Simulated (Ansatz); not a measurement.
A relaxation of the atoms of Cu₃Sn (P1, 4 atoms in the cell) with Ansatz (an electronic-structure program).

Method: PBEsol, default PAW files made with PBE (plane waves; Ansatz).

The change in words: atoms moved at random; relax: default → atoms; relax.f_tol: default → 0.03 eV/Å. Reference geometry:
```xyz
4
Lattice="0.0000 3.0830 3.0830 3.0830 0.0000 3.0830 3.0830 3.0830 0.0000" Properties=species:S:1:pos:R:3 pbc="T T T"
Cu     3.0830     3.0830     3.0830
Cu     4.6245     4.6245     4.6245
Cu     1.5415     1.5415     1.5415
Sn     0.0000     0.0000     0.0000
```

Reference input (self-consistent single point, DFT, PBEsol, plane waves, default PAW files made with PBE): basis.ecutwfc = 30.9 Ry; kpoints.mp_grid.grid = 6 6 6; hamiltonian.xc = pbesol; hamiltonian.pseudopotentials = {kind: paw} (the program's default PAW files); scf.occupations.method = cold; scf.occupations.width = 0.0073 Ry. This run's input differs from it in these lines:

Ansatz 0.2 input:
```diff
@@ -7,6 +7,6 @@
   atoms:
-    - { symbol: Cu, position_ang: [3.083025, 3.083025, 3.083025] }
-    - { symbol: Cu, position_ang: [4.624538, 4.624538, 4.624538] }
-    - { symbol: Cu, position_ang: [1.541513, 1.541513, 1.541513] }
-    - { symbol: Sn, position_ang: [0.000000, 0.000000, 0.000000] }
+    - { symbol: Cu, position_ang: [3.070477, 3.052050, 3.067138] }
+    - { symbol: Cu, position_ang: [4.639370, 4.633395, 4.618174] }
+    - { symbol: Cu, position_ang: [1.558451, 1.553909, 1.544864] }
+    - { symbol: Sn, position_ang: [-0.019223, 0.009718, 0.018896] }
 basis:
@@ -24,2 +24,4 @@
     width: 0.0073 Ry
+relax:
+  f_tol: 0.03
 output:
```

Output (repeated stretches shortened):

```
   [... SCF lines of the steps left out ...]
relax step   1: F+E_penalty+E_count = -25715.80598582 eV  Δ(F+E_penalty+E_count) = +0.000e0 eV  max|allowed force component| = 1.956e-1 eV/Å  Δτ_max = 0.0000 Å  (5 SCF iters, dr2 threshold 2.25e-5 eV, accepted)
relax step   2: F+E_penalty+E_count = -25715.81097941 eV  Δ(F+E_penalty+E_count) = -4.994e-3 eV  max|allowed force component| = 6.901e-2 eV/Å  Δτ_max = 0.0184 Å  (4 SCF iters, dr2 threshold 2.39e-6 eV, accepted)
relax step   3: F+E_penalty+E_count = -25715.81315357 eV  Δ(F+E_penalty+E_count) = -2.174e-3 eV  max|allowed force component| = 2.181e-3 eV/Å  Δτ_max = 0.0289 Å  (5 SCF iters, accepted)
Stability not checked (fill_not_monotonic)
Free energy (F): -25715.813154 eV
Internal energy: -25715.812628 eV  (E = F + TS)
E sigma→0 (E₀):  -25715.812978 eV
Entropy (-TS):   -0.000526 eV (-0.131 meV/atom)
Fermi energy:    15.396935 eV
--- Forces (eV/Å), atoms counted from 1 ---
  atom   1  Cu     0.00122874     0.00216962     0.00092312
  atom   2  Cu    -0.00066230    -0.00070531     0.00012263
  atom   3  Cu    -0.00076737    -0.00077520    -0.00038811
  atom   4  Sn     0.00025948    -0.00073587    -0.00072786
--- Stress (GPa, compression-positive) ---
       -6.111404      -0.002027      -0.000330
   [... lines left out ...]
  atoms:
    - { symbol: Cu, position: [0.4998469025792475, 0.500003869885435, 0.4998189497566338] }
    - { symbol: Cu, position: [0.7500146041351471, 0.7499809619280339, 0.7500762866145398] }
    - { symbol: Cu, position: [0.250053518838343, 0.25002174396046145, 0.250050575642113] }
    - { symbol: Sn, position: [8.400137698245892e-5, -6.575773930228176e-6, 5.418798671380592e-5] }
```

The run converged. 

Summary of the result:
| Quantity | Value |
|---|---|
| Free energy E − TS (on the zero of these files) | -25715.8132 eV |
| Fermi level (on the code's own zero) | 15.40 eV |
| Pressure | -6.11 GPa |
| Largest force (vector length) | 0.003 eV/Å |
| Relaxation steps | 3 |

The starting cell comes from a database of computed structures (which also holds hypothetical and non-ambient phases and stackings), without a prior relaxation at this level. For this run, on top of that: atoms moved at random. Spin polarisation is off. Ansatz's pressure includes its estimate of the finite-basis (Pulay) stress.

Cost on one core of a shared machine: roughly 70 s.
